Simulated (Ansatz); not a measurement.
An Ansatz (a quantum-chemistry and plane-wave program) input (PBEsol, PAW, 420 eV (Ansatz; no spin-orbit coupling)):

Ansatz 0.2 input:
```yaml
crystal:
  lattice:
    - [0, 2.5644539834, 2.5259871736]
    - [2.5644539834, 0, 2.5259871736]
    - [2.5644539834, 2.5644539834, 0]
  atoms:
    - { symbol: Be, position: [0, 0, 0] }
    - { symbol: Se, position: [0.25, 0.25, 0.25] }
basis: { ecutwfc: 420, ecutrho_ratio: 4, xc_grid: 2, fft_grid_basis: typed }
kpoints: { mp_grid: { grid: [11, 11, 11] } }
hamiltonian:
  xc: pbesol
  dispersion: none
  pseudopotentials: { kind: paw }
scf: { occupations: { method: fermi_dirac, width: 0.05 }, convergence: { dr2_threshold: 0.0000000002 } }
relax: { f_tol: 0.005, max_steps: 50 }
output: { forces: true, stress: true }
checkpoint: { write: state.ck, write_every: 1000 }
```

### Question
Which symmetry and how many k-points will the program report, and about how many plane waves at Γ?

### Answer
Space group I-4m2 (ITA 119) with 8 operations, k-points 126 of 1331, and 637 plane waves at Γ.

### Question
And the final pressure?

### Answer
1.23 GPa (compression positive).

The cells carry an imposed strain or load. Stability against distortions was not tested. The cell was made from BeSe in the zinc blende structure (space group F-43m, No. 216) by this change: uniaxial strain ε_zz = −1.50 %.
